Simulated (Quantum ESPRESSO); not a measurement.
Worked example: self-consistent single point of CaAlSiH (P1, 4 atoms in the cell) in Quantum ESPRESSO.

Computed with PBEsol, GBRV 1.5 ultrasoft (PBESOL) pseudopotentials (plane waves; Quantum ESPRESSO).

```
CaAlSiH
1.0
    4.14328     0.00000     0.00000
   -2.07164     3.58819     0.00000
    0.00000     0.00000     4.69823
Ca Al Si H
1 1 1 1
Direct
  0.99532   0.99900   0.99846
  0.66927   0.32922   0.45868
  0.33190   0.66752   0.56724
  0.67017   0.33760   0.08232
```

Reference input (self-consistent single point, DFT, PBEsol, plane waves, GBRV 1.5 ultrasoft (PBESOL) pseudopotentials): ecutwfc = 40 Ry; ecutrho = 200 Ry; occupations = smearing; smearing = fd; degauss = 0.00147 Ry; K_POINTS = automatic 8 8 6 0 0 0; conv_thr = 1e-10 Ry. This run's input differs from it in these lines:

```diff
@@ -36,3 +36,3 @@
 K_POINTS automatic
-8 8 6  0 0 0
+5 5 4  0 0 0
```

Log, with long lists cut:

```
     Self-consistent Calculation

     iteration #  1     ecut=    40.00 Ry     beta= 0.70

     Threshold (ethr) on eigenvalues was too large:
     Diagonalizing with lowered threshold

     total energy              =     -92.32167203 Ry
     estimated scf accuracy    <       0.09976291 Ry

     iteration #  2     ecut=    40.00 Ry     beta= 0.70

     total energy              =     -92.33632227 Ry
     estimated scf accuracy    <       0.00671252 Ry

     iteration #  3     ecut=    40.00 Ry     beta= 0.70

     total energy              =     -92.33789894 Ry
     estimated scf accuracy    <       0.00081393 Ry

   [... 4 blocks of this kind left out ...]

     iteration #  8     ecut=    40.00 Ry     beta= 0.70

     negative rho (up, down):  1.808E-07 0.000E+00

     total energy              =     -92.33808049 Ry
     estimated scf accuracy    <          5.8E-10 Ry

     iteration #  9     ecut=    40.00 Ry     beta= 0.70

     negative rho (up, down):  1.799E-07 0.000E+00
     End of self-consistent calculation

     the Fermi energy is     7.0049 ev

!    total energy              =     -92.33808049 Ry
     estimated scf accuracy    <          2.9E-11 Ry
     smearing contrib. (-TS)   =      -0.00000031 Ry
     internal energy E=F+TS    =     -92.33808018 Ry

     convergence has been achieved in   9 iterations

     negative rho (up, down):  1.799E-07 0.000E+00

     Forces acting on atoms (cartesian axes, Ry/au):

     atom    1 type  1   force =     0.00260630    0.00000966    0.00137346
     atom    2 type  2   force =    -0.01079532    0.00696747   -0.00110469
     atom    3 type  3   force =     0.00885016   -0.00557600   -0.00101204
     atom    4 type  4   force =    -0.00066114   -0.00140112    0.00074327

     Total force =     0.016982     Total SCF correction =     0.000005

     negative rho (up, down):  1.799E-07 0.000E+00
          total   stress  (Ry/bohr**3)                   (kbar)     P=      -18.82
  -0.00012735   0.00001843   0.00001501          -18.73        2.71        2.21
   0.00001843  -0.00010272  -0.00000351            2.71      -15.11       -0.52
   0.00001501  -0.00000351  -0.00015373            2.21       -0.52      -22.61

   JOB DONE.
```

The run converged in 9 iterations. Against the reference run the free energy goes up by 6.0 meV/atom, the pressure stays at -1.88 GPa, the largest force moves little (0.330 to 0.332 eV/Å) and the gap on the mesh goes from 0.229 to 0.321 eV.

The starting cell comes from a database of computed structures (which also holds hypothetical and non-ambient phases and stackings), without a prior relaxation at this level. Its atoms were displaced at random from the sites of space group no. 156. Another mesh or the band path of this cell gives a smaller gap, so this value is not converged in the mesh.
